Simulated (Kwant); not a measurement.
Model system: GaN/Al0.2Ga0.8N stack with 3 barriers. One parabolic valley. Leads of mass 0.2 mₑ with the band edge at 0; grid 0.1 nm; bias swept from 0.014 to 0.4369 V, dropping linearly over the stack. Emitter Fermi level 0.022 eV, 300 K, equal in the collector.

| layer | thickness (nm) | band offset (eV) | mass (mₑ) |
|---|---|---|---|
| 1 | 1.1 | 0.35 | 0.22 |
| 2 | 1.7 | 0 | 0.2 |
| 3 | 1.1 | 0.35 | 0.22 |
| 4 | 1.7 | 0 | 0.2 |
| 5 | 1.1 | 0.35 | 0.22 |

The device is made up for the run: typed textbook-type constants, with dimensions and the other settings drawn at random.

Computed with Kwant: one-band effective-mass tight-binding model in one dimension, coherent, no space charge, current by the Tsu-Esaki formula.

Sweep values stay those of the base run.

The temperature was swept, all else fixed.

```tsv
temperature (K)	J (A/cm²) at bias = 0.4369 V	bias of the first current peak (V)	J (A/cm²) at bias = 0.1197 V	J (A/cm²) at bias = 0.3312 V
4	23200	0.208	201	4590
77	81900	0.208	789	9480
150	259000	0.208	10100	43800
300	800000	0.190	128000	326000
```

From the first row to the last the J at bias = 0.4369 V goes from 23200 to 800000. From the first row to the last the bias of the first current peak goes from 0.208 to 0.190.
